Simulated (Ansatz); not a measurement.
In a (6,6) ZnO nanotube, the lowest empty band has its minimum at Γ and lies 0.048 eV higher 0.0598 Å⁻¹ away along the axis.

Computed with PBE (plane waves to 420 eV, PAW; Ansatz, a program for electronic structure). Mesh 1×1×10. No spin polarisation. Periodic along z alone, with about 11 Å of vacuum beside it. A hypothetical model, rolled from the flat sheet. Only distortions within the start's symmetry and period were free.

Estimate the electron mass along the axis.

For a parabola ΔE = ħ²Δk²/2m, and ħ²/2mₑ = 3.810 eV Å². So m/mₑ = 3.810 × 0.0598²/0.048 = 0.28. The curvature over a step a third as long gives 0.28; the band is close to a parabola here.
